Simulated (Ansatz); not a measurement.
## Short convergence ladders for LuAu (P4mm, 2 atoms in the cell)

```
LuAu
1.0
    3.51413     0.00000     0.00000
    0.00000     3.51413     0.00000
    0.00000     0.00000     3.51413
Lu Au
1 1
Direct
  0.50000   0.50000   0.51423
  0.00000   0.00000   0.00000
```

Base method: PBEsol, default PAW files made with PBE (plane waves; Ansatz, a quantum-chemistry and plane-wave program).

Base settings: basis.ecutwfc = 420 eV; kpoints.mp_grid.grid = 9 9 9; hamiltonian.xc = pbesol; hamiltonian.pseudopotentials = {kind: paw} (the program's default PAW files); scf.occupations.method = fermi_dirac; scf.occupations.width = 0.1 eV.

The count of work is k-points × plane waves × bands × iterations; it is no time. 

**The cutoff for other potential files**

Level: DFT, PBEsol, plane waves, harder PAW files (source: ansatz) made with PBE.

In this ladder: hamiltonian.pseudopotentials = {kind: paw, source: ansatz}.

The second cell is the first with its lattice scaled by 0.98.

The mesh stays at the base's, so the ladder's end is converged at best in this setting alone.

The first pressure column holds Ansatz's estimate of the finite-basis (Pulay) stress, which hides part of the cutoff error; the other is without it.

Only quantities that move along the ladder and can be compared are tabulated.

```tsv
basis.ecutwfc	free energy less the last step's (meV/atom)	energy of the compressed cell less the first (meV/atom)	pressure (GPa)	pressure without the Pulay estimate (GPa)	largest difference of a force vector from the last step's (eV/Å)	count of work / last
305 eV	35226.65	281.92	50.80	-1710.70	0.098	0.10
375 eV	3991.71	-26.97	-2.04	-228.74	0.014	0.15
475 eV	157.23	2.60	-3.08	-16.00	0.000	0.21
580 eV	2.01	0.77	-3.00	-3.24	0.000	0.27
680 eV	0.66	0.76	-3.00	-3.01	0.000	0.35
815 eV	0.42	0.77	-3.00	-3.00	0.000	0.47
1020 eV	0.19	0.77	-3.00	-3.00	0.000	0.65
1360 eV	0.00	0.77	-3.00	-3.00	0.000	1.0
```

Coarsest basis.ecutwfc that holds the forces within 0.02 eV/Å of the last step, with all finer ones: 375 eV, at 0.15 of the last step's count of work; the step before is off by 0.098 eV/Å.

Coarsest basis.ecutwfc that holds the pressure within 0.1 GPa of the last step, with all finer ones: 475 eV, at 0.21 of the last step's count of work; the step before is off by 0.96 GPa.

Coarsest basis.ecutwfc that holds the free energy within 1 meV/atom of the last step, with all finer ones: 680 eV, at 0.35 of the last step's count of work; the step before is off by 2.0 meV/atom.

The energy difference between the two cells stays within 1 meV/atom of the last step's from 580 eV on, the total only from 680 eV on: much of the error is common to both cells and cancels.

At the lowest cutoff the pressure without the Pulay estimate lies 1710 GPa under the last step's, the usual sign of Pulay stress in an incomplete plane-wave basis.

**The density cutoff**

The mesh stays at the base's, so the ladder's end is converged at best in this setting alone.

Only quantities that move along the ladder and can be compared are tabulated.

```tsv
basis.ecutrho_ratio	free energy less the last step's (meV/atom)
2	-0.79
3	-0.17
4	-0.06
5	-0.02
6	-0.01
8	0.00
10	0.00
12	0.00
16	0.00
```

Coarsest basis.ecutrho_ratio that holds the free energy within 0.5 meV/atom of the last step, with all finer ones: 3; the step before is off by 0.79 meV/atom.

**The relaxed cell against the cutoff**

On LuAu (Pm-3m, 2 atoms in the cell): atoms on their sites.

In this ladder: relax = cell and atoms.

The mesh stays at the base's, so the ladder's end is converged at best in this setting alone.

Only quantities that move along the ladder and can be compared are tabulated.

| basis.ecutwfc | relaxed volume (Å³/atom) | relaxation steps |
|---|---|---|
| 250 eV | 21.508 | 29 |
| 295 eV | 21.048 | 12 |
| 355 eV | 21.038 | 7 |
| 420 eV | 21.040 | 5 |
| 505 eV | 21.040 | 5 |
| 630 eV | 21.039 | 5 |
| 840 eV | 21.039 | 5 |

Coarsest basis.ecutwfc that holds the relaxed volume within 0.042 Å³/atom of the last step, with all finer ones: 295 eV; the step before is off by 0.47 Å³/atom.

At the lowest cutoff the cell relaxes to a volume 2.2 % larger than at the highest. Ansatz relaxes on a stress corrected for the finite basis.

On the base run: the starting cell comes from a database of computed structures (which also holds hypothetical and non-ambient phases and stackings), without a prior relaxation at this level. Its lattice was rescaled by up to half a per cent. One atom was moved a little off its site on purpose.

Left out of this page: 1 run of the series failed or unconverged.

Keys are those of Ansatz 0.2.
